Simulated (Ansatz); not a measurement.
## BeH₂ (Ibam, No. 72)

Method: r²SCAN-D4 (PAW; Ansatz, a quantum-chemistry and plane-wave program).

Settings: plane-wave cutoff 500 eV, 12×12×12 k mesh, gaussian smearing 0.02 eV, scalar-relativistic PAW data made under PBE.

Cell (relaxed at this level):

```cif
data_H24Be12
_chemical_formula_sum 'Be12 H24'
_space_group_name_H-M_alt 'Ibam'
_space_group_IT_number 72
_space_group_name_Hall '-I 2 2c'
_cell_length_a 4.05675
_cell_length_b 8.89918
_cell_length_c 7.60037
_cell_angle_alpha 90.000
_cell_angle_beta 90.000
_cell_angle_gamma 90.000
loop_
_atom_site_label
_atom_site_type_symbol
_atom_site_symmetry_multiplicity
_atom_site_Wyckoff_symbol
_atom_site_fract_x
_atom_site_fract_y
_atom_site_fract_z
_atom_site_occupancy
Be1 Be 4 b 0.00000 0.50000 0.25000 1
Be2 Be 8 j 0.12358 0.33181 0.00000 1
H1 H 16 k 0.27196 0.08855 0.34784 1
H2 H 8 j 0.27498 0.18765 0.00000 1
```
(The calculation used a cell of 18 atoms; values per cell refer to that cell.)

* **band gap**: 5.98 eV (on the SCF k mesh)

Note: a distance lies near a switch of the dispersion term, which can move the cell; the relaxation could not lower the start's symmetry, so the cell can be a saddle point above a distorted one; the volume lies 6 % below that of the published cell.

Computed values are for the static lattice.

The result took roughly 8 core-minutes.
